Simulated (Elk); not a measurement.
A self-consistent single point of CuPd₃ (I4/mmm, 4 atoms in the cell) with Elk.

Computed with LDA (PW92), all-electron FP-LAPW, Elk's shipped species files, APW+lo basis with extra local orbitals in Elk.

```
CELL_PARAMETERS angstrom
     -1.92514     1.92514     3.95287
      1.92514    -1.92514     3.95287
      1.92514     1.92514    -3.95287
ATOMIC_POSITIONS crystal
  Cu 0.00000 0.00000 0.00000
  Pd 0.75000 0.25000 0.50000
  Pd 0.25000 0.75000 0.50000
  Pd 0.50000 0.50000 0.00000
```

Reference input (self-consistent single point, DFT, PBEsol, all-electron FP-LAPW, Elk's shipped species files, APW+lo basis with extra local orbitals): xctype = 22; rgkmax = 7.5; stype = 3; swidth = 0.00499791 Ha; ngridk = 10 10 10; gmaxvr = 16 1/bohr; nxlo = 2; lorbcnd = true; rmtscf = 0.93; lmaxi = 3. This run's input differs from it in these lines:

```diff
@@ -4,3 +4,3 @@
 xctype
-  22
+  3
```

Output, abridged:

```
│ Self-consistent loop started │
│ Loop number : 1 │
 total energy                :     -16738.4689742
│ Loop number : 2 │
 total energy                :     -16740.3589242
RMS change in Kohn-Sham potential (target) :   0.2749099648     (  0.1000000000E-05)
Absolute change in total energy (target)   :    1.889949988     (  0.1000000000E-03)
│ Loop number : 3 │
 total energy                :     -16754.8968814
RMS change in Kohn-Sham potential (target) :   0.2016934815     (  0.1000000000E-05)
Absolute change in total energy (target)   :    15.01044471     (  0.1000000000E-03)
│ Loop number : 4 │
   [... lines left out ...]
Absolute change in total energy (target)   :   0.1741259912E-03 (  0.1000000000E-03)
│ Loop number : 19 │
 total energy                :     -16779.4874757
RMS change in Kohn-Sham potential (target) :   0.3043863779E-06 (  0.1000000000E-05)
Absolute change in total energy (target)   :   0.1072980849E-03 (  0.1000000000E-03)
│ Loop number : 20 │
 total energy                :     -16779.4874877
RMS change in Kohn-Sham potential (target) :   0.2113851500E-07 (  0.1000000000E-05)
Absolute change in total energy (target)   :   0.1484302629E-04 (  0.1000000000E-03)
Convergence targets achieved

│ Loop number : 21 │

Energies :
 Fermi                       :     0.279682405064
 total energy                :     -16779.4874852

Density of states at Fermi energy :    122.8599699
 (states/Hartree/unit cell)

Estimated indirect band gap :   0.2412175862E-03
 from k-point     22 to k-point     70
Estimated direct band gap   :   0.6614526032E-02
 at k-point     70

Charges :
 core                        :    96.00000000
 valence                     :    71.00000000
 interstitial                :    5.384968851
 muffin-tins (core leakage)
  species :    1 (Cu)
   atom    1                 :    27.79539575     (  0.4202695727E-03)
  species :    2 (Pd)
   atom    1                 :    44.61033323     (  0.2221555917E-07)
   atom    2                 :    44.61033323     (  0.2221555917E-07)
   atom    3                 :    44.59896894     (  0.2220581408E-07)
 total in muffin-tins        :    161.6150311
 total calculated charge     :    167.0238718
 total charge                :    167.0000000
 error                       :   0.2387180382E-01

│ Self-consistent loop stopped │
```

The run converged in 21 iterations. The count includes the last loop, which Elk runs after its targets are met. 

The starting cell comes from a database of computed structures (which also holds hypothetical and non-ambient phases and stackings), without a prior relaxation at this level. Its lattice was rescaled by a random factor within 2.5 % of one. Spin polarisation is off. Values depend on the basis (sphere radii, cutoffs, local orbitals), which need not be converged. The log's line on a gap gives a spacing of levels on this mesh, which the program prints for metals too.

Cost on one core of a shared machine: roughly 5 min.
